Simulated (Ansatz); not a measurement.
Band structure of SrIr2 (Fd-3m, 6 atoms in the cell).

```
CELL_PARAMETERS angstrom
      0.00000     3.82390     3.82390
      3.82390     0.00000     3.82390
      3.82390     3.82390     0.00000
ATOMIC_POSITIONS crystal
  Sr 0.25000 0.25000 0.25000
  Sr 0.00000 0.00000 0.00000
  Ir 0.62500 0.12500 0.62500
  Ir 0.62500 0.62500 0.62500
  Ir 0.12500 0.62500 0.62500
  Ir 0.62500 0.62500 0.12500
```

Method: LDA (PW92), PAW files made with PBE (plane waves; Ansatz, a program for electronic structure).

Settings: basis.ecutwfc = 420 eV; kpoints.mp_grid.grid = 9 9 9; hamiltonian.xc = lda; hamiltonian.pseudopotentials = {kind: paw} (an earlier, softer set of the program's PAW files); scf.occupations.method = gaussian; scf.occupations.width = 0.136 eV; kpoints.band_path.npoints = 8.

The starting cell comes from a database of computed structures (which also holds hypothetical and non-ambient phases and stackings), without a prior relaxation at this level. Its lattice was rescaled by a random factor within 2.5 % of one. Spin-orbit coupling is off. Spin polarisation is off.

Levels in eV from the Fermi level, bands 41 to 48:
```tsv
point	41	42	43	44	45	46	47	48
Γ	-0.17	-0.17	0.86	0.86	1.35	1.44	1.44	1.44
X	-1.58	-1.58	-0.28	-0.28	-0.17	-0.17	1.92	1.92
W	-0.82	-0.82	-0.79	-0.79	0.31	0.31	1.62	1.62
K	-1.36	-1.06	-0.70	-0.56	0.00	0.32	1.35	2.37
L	-0.39	-0.39	-0.36	0.04	0.04	1.96	2.35	2.61
U	-1.36	-1.06	-0.70	-0.56	0.00	0.32	1.35	2.37
```

Bands cross the Fermi level along this path, so the cell is metallic at this level.

Keys are those of Ansatz 0.2.
